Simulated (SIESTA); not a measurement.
**A short convergence ladder for TiO₂ (I4_1/amd, 6 atoms in the cell)**

```
CELL_PARAMETERS angstrom
     -1.88304     1.88304     4.73123
      1.88304    -1.88304     4.73123
      1.88304     1.88304    -4.73123
ATOMIC_POSITIONS crystal
  Ti 0.75000 0.25000 0.50000
  Ti 0.00000 0.00000 0.00000
  O  0.54200 0.04200 0.50000
  O  0.79200 0.79200 0.00000
  O  0.20800 0.20800 0.00000
  O  0.95800 0.45800 0.50000
```

Base method: LDA PW92, numerical atomic orbitals DZP, PseudoDojo LDA standard norm-conserving potentials (rewritten from UPF to PSML) in SIESTA.

Base settings: XC.functional = LDA; XC.authors = PW92; potentials = PseudoDojo LDA standard; PAO.BasisSize = DZP; PAO.EnergyShift = 0.005 Ry; MeshCutoff = 300 Ry; kgrid.MonkhorstPack = 4 4 4; OccupationFunction = FD; ElectronicTemperature = 0.02 eV; MaxSCFIterations = 150.

Core times come from one kind of shared machine, to one figure; runs under 30 s give none.

**The force threshold of a relaxation**

On TiO2 (Imm2, 6 atoms in the cell): one atom moved by 0.15 angstrom.

In this ladder: MD.TypeOfRun = CG; MD.Steps = 40.

The mesh stays at the base's, so the ladder's end is converged at best in this setting alone.

Only quantities that move along the ladder and can be compared are tabulated.

```tsv
MD.MaxForceTol	free energy less the last step's (meV/atom)	largest force left (eV/Å)	relaxation steps	core time / last (rough)
0.2 eV/Ang	0.10	0.0932	6	0.6
0.1 eV/Ang	0.10	0.0932	6	0.6
0.05 eV/Ang	0.01	0.0365	8	0.7
0.03 eV/Ang	0.00	0.0098	10	0.9
0.02 eV/Ang	0.00	0.0098	10	0.9
0.01 eV/Ang	0.00	0.0098	10	0.9
0.005 eV/Ang	0.00	0.0041	12	1
```

Coarsest MD.MaxForceTol that holds the largest force left within 0.02 eV/Å of the last step, with all finer ones: 0.03 eV/Ang; the step before is off by 0.032 eV/Å.

Coarsest MD.MaxForceTol that holds the free energy within 0.05 meV/atom of the last step, with all finer ones: 0.05 eV/Ang; the step before is off by 0.10 meV/atom.

On the base run: the starting cell has typed, rounded lattice constants, without a prior relaxation at this level. Its lattice was rescaled by up to half a per cent. Values carry the incompleteness of an atom-centred basis.

Left out of this page: 2 runs of the series failed or unconverged.
